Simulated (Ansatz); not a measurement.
LaN (model structure, started from the GeS type, Pnma, No. 62, 8 atoms in the cell), treated with r²SCAN (Ansatz, an electronic-structure program, PAW).

Numerical settings: plane-wave cutoff 560 eV, 4×10×8 k mesh (along the axes of the cell as run), Fermi–Dirac smearing 0.01 eV, scalar-relativistic PAW data made under PBE.

Cell (relaxed at this level):

```
CELL_PARAMETERS angstrom
     10.60542     0.00000     0.00000
      0.00000     3.75510     0.00000
      0.00000     0.00000     3.75418
ATOMIC_POSITIONS crystal
  La 0.12471 0.25000 0.25814
  La 0.37529 0.75000 0.75814
  La 0.87529 0.75000 0.74186
  La 0.62471 0.25000 0.24186
  N  0.87633 0.25000 0.26882
  N  0.62367 0.75000 0.76882
  N  0.12367 0.75000 0.73118
  N  0.37633 0.25000 0.23118
```

**Question.** What does this level give for the band gap, Γ–Γ gap and bulk modulus B0?

**Answer.** 
- band gap: 0.26 eV (on the SCF k mesh)
- Γ–Γ gap: 0.44 eV
- bulk modulus B0: 123 GPa

Note: the bulk modulus is −V dP/dV from two relaxed cells at ±2 % in volume; the relaxation could raise the start's symmetry but not lower it, so the cell can be a saddle point.

Spin–orbit coupling is not included; it can close the smallest gap of 0.26 eV.

Computed values are for the static lattice.

A model structure was made by putting elements into a prototype or built by hand; it is no filed structure, need not be a known phase, and can be a saddle point held by its symmetry.
